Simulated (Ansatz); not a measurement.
The parent structure is GaP in the zinc blende structure (space group F-43m, No. 216; a = 5.452 Å).

Calculations: r2SCAN, PAW, 500 eV (Ansatz, a program for electronic structure; no spin-orbit coupling), earlier PAW set.

Before the change:

| Property | Value |
|---|---|
| Smallest direct gap | 2.36 eV |
| Hole mass | 0.13, 0.37, 0.37 mₑ (at Γ) |
| Band gap | 1.85 eV |
| Volume per atom | 20.25 Å³ |

Perturbation: cell and atoms relaxed at a pressure of 75 GPa.

Q: What happens to the smallest direct gap, hole mass, band gap and volume per atom?

A: The smallest direct gap goes up by 1.33 eV (2.36 eV → 3.69 eV); the hole mass (degenerate bands, along [100]) becomes 0.22, 0.22, 0.23 mₑ (at Γ) (base: 0.13, 0.37, 0.37 mₑ (at Γ)); the band gap decreases by 1.033 eV to 0.81 eV; the volume per atom shrinks by 6.42 Å³ (20.25 Å³ → 13.83 Å³).

Load acts through the strain it causes; cell and atoms are relaxed under it. Effective masses come from finite differences of ±0.01 Å⁻¹. No phonon test of stability was made. Measured, GaP leaves this structure (for a Cmcm phase) near 26 GPa (temperature not stated; as listed in Datta, Sujoy, Jana, Debnarayan, arXiv (2020)).
